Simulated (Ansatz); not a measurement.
Consider the following.

```yaml
crystal:
  lattice:
    - [4.26279, 0.00000, 0.00000]
    - [2.13139, 3.69168, 0.00000]
    - [2.13139, -1.23056, 1.70595]
  atoms:
    - { symbol: Al, position: [0.00000, 0.50000, 0.50000] }
    - { symbol: Ru, position: [0.00000, 0.00000, 0.00000] }
```

No spin polarisation.

Calculations: PBEsol (Ansatz, a quantum-chemistry and plane-wave program, PAW, no spin-orbit coupling). k-mesh 19×19×19 (Γ-centred); smearing 0.1 eV (Fermi–Dirac).

Problem. Predict the in-plane stress and band gap.

Solution. 
* **Mean in-plane stress (compression positive)**: -5.4 GPa
* **Band gap**: zero

The cells carry an imposed strain or load. Whether these cells are dynamically stable was not tested. The final runs are not spin-polarised. The cell was made from AlRu in the CsCl type structure (space group Pm-3m, No. 221) by this change: biaxial strain +1.25 %, plane normal [111], relaxed out of plane.
